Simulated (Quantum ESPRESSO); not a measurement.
Quantum ESPRESSO 7.5, DFT, PBE, plane waves, PseudoDojo 0.5 standard norm-conserving PBE (local tails restored to the Coulomb form): cubic BN, 2 atoms. Basis and mesh were picked for this test and aren't claimed converged.

```
Item                                               Result
------------------------  -------------------------------
cell                      2.56, 2.56, 2.56 Å; 60, 60, 60°
task                                      phonons by DFPT
k mesh                                           10×10×10
ecutwfc                                             84 Ry
ecutrho                                            336 Ry
occupations                                         fixed
conv_thr                                         1e-12 Ry
tprnfor                                              true
tstress                                             false
tr2_ph                                              1e-14
q                         [0.25, 0, 0] 2π/alat, Cartesian
k-points computed                                     610
bands                                                   4
electrons                                               8
G-vectors of the density                             8363
FFT grid                                         30×30×30
symmetry operations                                    24
```

Machine: one whole node, Intel Xeon 6 (Granite Rapids), 96 cores on 1 socket, 2 hardware threads a core, 3 L3 cache groups, 3 NUMA nodes.

Wall times, medians of two to five repeats, each run alone on the node (launch to exit). Unless noted, each process is bound to its own block of adjacent cores. The times hold for this build (conda-forge: Open MPI 5.0, OpenMP, OpenBLAS 0.3.34 (pthreads), FFTW, ScaLAPACK, ELPA). Scratch files lie in a memory file system. A preparatory run goes ahead and isn't timed.

All on 16 ranks. The candidates, on 16 cores each, agree within 1.0 cm⁻¹ in frequencies (largest shift):
A. -nk 4, nmix_ph = 4 (default)
B. -nk 1, nmix_ph = 4 (default)
C. -nk 16, nmix_ph = 2
D. -nk 16, nmix_ph = 4 (default)
E. -nk 2, nmix_ph = 4 (default)

**Question.** Pick the fastest of these ways to run it.

**Answer.** D and C, at 11 s to 12 s, level within 8 % or the scatter of repeats. At the other end B takes 3.1× as long.

| candidate | wall time | repeats | response iterations (all representations) |
|---|---|---|---|
| D | 11 s | 3 runs within 2 % | 43 |
| C | 12 s | 2 runs within 2 % | 47 |
| A | 18 s | 2 runs within 2 % | 43 |
| E | 20 s | 2 runs within 1 % | 42 |
| B | 34 s | 2 runs within 1 % | 43 |

From the slowest to the fastest: The largest move is in solving the linear systems (cgsolve): 26 s to 7.1 s.
